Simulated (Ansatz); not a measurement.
System: ScOF (P4/nmm, No. 129, 6 atoms in the cell; start mp-989178). Method: r²SCAN (Ansatz, a program for electronic structure, PAW).

Numerical settings: plane-wave cutoff 560 eV, 10×10×8 k mesh (along the axes of the cell as run), Fermi–Dirac smearing 0.01 eV, scalar-relativistic PAW data made under PBE.

Cell (relaxed at this level):

```
CELL_PARAMETERS angstrom
      3.59205     0.00000     0.00000
      0.00000     3.59205     0.00000
      0.00000     0.00000     5.11354
ATOMIC_POSITIONS crystal
  Sc 0.50000 0.00000 0.70733
  Sc 0.00000 0.50000 0.29267
  O  0.00000 0.00000 0.50000
  O  0.50000 0.50000 0.50000
  F  0.50000 0.50000 0.00000
  F  0.00000 0.00000 0.00000
```

What does this level give for the band gap, direct gap at Γ and bulk modulus?


- band gap: 4.93 eV (on the SCF k mesh)
- direct gap at Γ: 5.15 eV
- bulk modulus: 163 GPa

Note: the relaxation could not lower the start's symmetry, so the cell can be a saddle point above a distorted one; the bulk modulus is −V dP/dV from two relaxed cells at ±2 % in volume.

Computed values are for the static lattice.

The result took about 2.1 core-minutes (a rough figure).

A start named mp-… is a Materials Project structure, which need not be a measured phase.
